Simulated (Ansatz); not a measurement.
Input and output of a self-consistent single point for ZrAu (P4mm, 2 atoms in the cell) (Ansatz, an electronic-structure program).

Computed with PBEsol, default PAW files made with PBE (plane waves; Ansatz).

The change in words: lattice scaled by 0.98; basis.ecutwfc: 30.9 Ry → 18.4 Ry. Reference geometry:
```
ZrAu
1.0
    3.15616     0.00000     0.00000
    0.00000     3.15616     0.00000
    0.00000     0.00000     3.90579
Zr Au
1 1
Direct
  0.00000   0.00000   0.01280
  0.50000   0.50000   0.50000
```

Reference input (self-consistent single point, DFT, PBEsol, plane waves, default PAW files made with PBE): basis.ecutwfc = 30.9 Ry; kpoints.mp_grid.grid = 10 10 9; hamiltonian.xc = pbesol; hamiltonian.pseudopotentials = {kind: paw} (the program's default PAW files); scf.occupations.method = gaussian; scf.occupations.width = 0.0073 Ry. This run's input differs from it in these lines:

Ansatz 0.2 input:
```diff
@@ -2,5 +2,5 @@
   lattice:
-    - [3.15616300, 0.00000000, 0.00000000]
-    - [0.00000000, 3.15616300, 0.00000000]
-    - [0.00000000, 0.00000000, 3.90578700]
+    - [3.09304000, 0.00000000, 0.00000000]
+    - [0.00000000, 3.09304000, 0.00000000]
+    - [0.00000000, 0.00000000, 3.82767100]
   atoms:
@@ -9,3 +9,3 @@
 basis:
-  ecutwfc: 30.9 Ry
+  ecutwfc: 18.4 Ry
 kpoints:
```

Output, abridged:

```
SCF iter   1: F=—  HF=-17135.402162 eV  |F-HF|=—  |Δ(HF+E_count)|=         —  Δρ=2.76e-2  dr2=1.62e-1  ethr=1.77e-3  ⟨swp⟩=4.4  Hψ=7873  notcnv=0
all-band conjugate gradients solve this SCF's bands
preconditioner: auto → Kerker (q_TF=auto, 2.654 Å⁻¹)
SCF iter   2: F=—  HF=-17135.350279 eV  |F-HF|=—  |Δ(HF+E_count)|=   5.19e-2  Δρ=1.07e-2  dr2=1.22e-2  ethr=5.23e-4  ⟨swp⟩=2.4  Hψ=4225  notcnv=0  defer=10
SCF iter   3: F=—  HF=-17135.347640 eV  |F-HF|=—  |Δ(HF+E_count)|=   2.64e-3  Δρ=3.97e-3  dr2=2.43e-3  ethr=3.93e-5  ⟨swp⟩=2.0  Hψ=3549  notcnv=0  defer=10
SCF iter   4: F=—  HF=-17135.347485 eV  |F-HF|=—  |Δ(HF+E_count)|=   1.55e-4  Δρ=5.78e-4  dr2=4.82e-5  ethr=7.85e-6  ⟨swp⟩=2.0  Hψ=3447  notcnv=0  defer=10
SCF iter   5: F=—  HF=-17135.347408 eV  |F-HF|=—  |Δ(HF+E_count)|=   7.66e-5  Δρ=6.61e-5  dr2=1.65e-6  ethr=1.55e-7  ⟨swp⟩=2.3  Hψ=2926  notcnv=0  defer=10
SCF iter   6: F=-17135.347408 eV  HF=-17135.347408 eV  |F-HF|=5.26e-8  |Δ(HF+E_count)|=   3.75e-7  Δρ=1.28e-5  dr2=9.16e-8  ethr=3.23e-10  ⟨swp⟩=6.1  Hψ=8828  notcnv=0
SCF 1 converged in 6 iterations: F = -17135.347408 eV  dr2 = 9.16e-8
Free energy (F): -17135.347408 eV
Internal energy: -17135.337149 eV  (E = F + TS)
E sigma→0 (E₀):  -17135.342278 eV
Entropy (-TS):   -0.010258 eV (-5.129 meV/atom)
Fermi energy:    18.941019 eV
--- Forces (eV/Å), atoms counted from 1 ---
  atom   1  Zr    -0.00000000     0.00000000    -0.41937528
  atom   2  Au     0.00000000    -0.00000000     0.41933791
--- Stress (GPa, compression-positive) ---
        6.091656      -0.000000       0.000000
       -0.000000       6.091656      -0.000000
        0.000000      -0.000000       9.804876
  P = ⅓ Tr σ = 7.3294 GPa (73.294 kbar)
  The stress holds the Pulay correction. Without it, at fixed plane waves, as pw.x and ABINIT print it: P = -37.4949 GPa
```

The run converged in 6 iterations. Against the reference run the free energy goes up by 723 meV/atom, the pressure goes from -2.53 to 7.33 GPa and the largest force goes from 0.240 to 0.419 eV/Å.

The starting cell comes from a database of computed structures (which also holds hypothetical and non-ambient phases and stackings), without a prior relaxation at this level. Its lattice was rescaled by up to half a per cent. One atom was moved a little off its site on purpose. For this run, on top of that: lattice scaled by 0.98. Ansatz's pressure includes its estimate of the finite-basis (Pulay) stress. Without the estimate this run gives -37.49 GPa. The cutoff lies below the one recommended for these files.
